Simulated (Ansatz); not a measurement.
Input:

```yaml
crystal:
  lattice:
    - [0.00000, 0.00000, -3.80633]
    - [-1.97740, 2.79647, -1.90317]
    - [1.97740, 2.79647, -1.90317]
  atoms:
    - { symbol: Si, position: [0.50203, 0.49797, 0.49797] }
    - { symbol: Si, position: [0.74797, 0.75203, 0.75203] }
```

A single point on Si with a change (biaxial strain +2.73 %, plane normal [110], relaxed out of plane), its geometry relaxed with r2SCAN.

All numbers come from HSE06 in Ansatz (plane waves to 420 eV, PAW, noncollinear with spin-orbit coupling). k-mesh 8×8×8 (Γ-centred); smearing 0.01 eV (Fermi–Dirac).

### Question
Predict the band gap and valence-band top at Γ.

### Answer
- Band gap = 0.94 eV
- Valence-band top at Γ (three highest Kramers pairs, from the VBM) = 0.00, -0.30, -0.34 eV

Single points use the geometry relaxed with r2SCAN. The hybrid gap comes from the SCF mesh plus the semilocal run's edge points and a few special points and is an upper bound. No phonon test of stability was made. The cell was made from Si in the diamond structure (space group Fd-3m, No. 227) by this change: biaxial strain +2.73 %, plane normal [110], relaxed out of plane.

Ansatz is an electronic-structure program.
